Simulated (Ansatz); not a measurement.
Model glasses of amorphous Si3N4, 72 to 78 atoms (Si30N40 before any change). Each row is one cell at a composition chosen by hand, melted whole on the CHGNet potential with the anions pushed apart under 1.9 Å, quenched within some picoseconds, far faster than a real film, and relaxed with PBE, scalar-relativistic without spin-orbit coupling (plane waves to 420 eV, PAW; Ansatz, a quantum-chemistry and plane-wave program). Each is the lower in DFT energy of 2 quenches. Cycles of charging and discharging were tried on the cells ahead of these points, and a cell that came back lower was taken. The column on the box says what of it was relaxed with the atoms; held means as the quench left it. Cells that kept moments or hold spare charge are left out.

At the relaxed places, the spacing of the highest filled and the lowest empty level was computed at the zone centre with PBE and with r2SCAN, without spin polarisation, or with spin where the moments then died out. A level counts as spread where PBE shares it among more than a fifth of the atoms; else the element of the atom with the largest weight is named. Formal charges balance in every cell (each cation at its usual highest valence, Cu and Ag at +1, Sb at +3, H at +1, O at −2, N at −3, F and Cl at −1). r2SCAN ran with plane waves to 500 eV. Where a level is localised, the spacing isn't the band gap.

```
cell             change               box  highest filled on  lowest empty on  spacing, PBE (eV)  spacing, r2SCAN (eV)
----------  -----------  ----------------  -----------------  ---------------  -----------------  --------------------
Si30N44Ti3  +4 N, +3 Ti             shape             spread               Ti               1.73                  2.00
Si30N44Ge3  +3 Ge, +4 N             shape                  N               Si               2.00                  2.39
Si30N45P3    +5 N, +3 P             shape                  N               Si               2.04                  2.46
Si30N44Hf3  +3 Hf, +4 N             shape                  N               Hf               2.30                  2.66
Si30N41B     +1 B, +1 N             shape                  N           spread               2.32                  2.77
Si30N44Zr3  +4 N, +3 Zr  volume and shape                  N               Zr               2.41              withheld
Si30N41Lu   +1 Lu, +1 N  volume and shape                  N           spread               2.44                  2.85
Si30N41Al   +1 Al, +1 N             shape                  N           spread               2.58                  2.97
Si30N41Ga   +1 Ga, +1 N             shape                  N           spread               2.72                  3.15
```

Q: Fit a straight line of the last column on the one before it through the 8 full rows, and predict the withheld value for Si30N44Zr3.

A: Means: x = 2.266, y = 2.656. Slope = Σ(Δx Δy) / Σ(Δx²) = 0.8296 / 0.7482 = 1.109; intercept = 2.656 − (1.109) × 2.266 = 0.143 eV; r.m.s. residual 0.040 eV. Prediction: 0.143 + (1.109) × 2.41 = 2.82 eV. The run gave 2.76 eV, a miss of 0.06 eV, within twice the residual.

In Si30N44Ge3, Si30N45P3 the spacing lies under 0.8 of the table's widest and a localised level on an atom of the host, not next to a guest, bounds it: there a defect of the quenched network is a likely cause.
